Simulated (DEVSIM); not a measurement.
Device: Cr/SiO2/n-Ge capacitor, at 300 K.

```
layer (left to right)  material  thickness (nm)  Nd (cm⁻³)
---------------------  --------  --------------  ---------
1                          SiO2            2.10          -
2                            Ge            6600       8e15
```

Metal gate on the left, work function 4.5 eV. Fixed charge at the semiconductor interface 1.2e12 cm⁻² (in units of +e); no interface traps.

The device is made up for the run: typed textbook-type constants, with dimensions and the other settings drawn at random. Values at 300 K.

```tsv
parameter	SiO2	Ge
gap (eV)	9	0.664
affinity (eV)	0.9	4
permittivity	3.9	16
Nc (cm⁻³)	-	1.04e19
Nv (cm⁻³)	-	6e18
```

Simulated with DEVSIM: 1D Poisson equation in equilibrium, Boltzmann statistics, complete ionisation; no quantum confinement or tunnelling. Metal contacts follow the ideal Schottky-Mott rule: no Fermi-level pinning, no interface dipoles.

The interface trap density was swept, all else fixed.

```csv
interface trap density (cm^-2 eV^-1),minimum of the low-frequency capacitance (μF/cm²),flat-band voltage (V)
0,(withheld),0.20
1e10,0.0684,0.20
1e11,0.0815,0.20
3e11,0.110,0.21
1e12,0.202,0.22
2e12,0.315,0.25
```

Q: Fill in the missing entries.

A: 
- 0, minimum of the low-frequency capacitance (μF/cm²): 0.0669
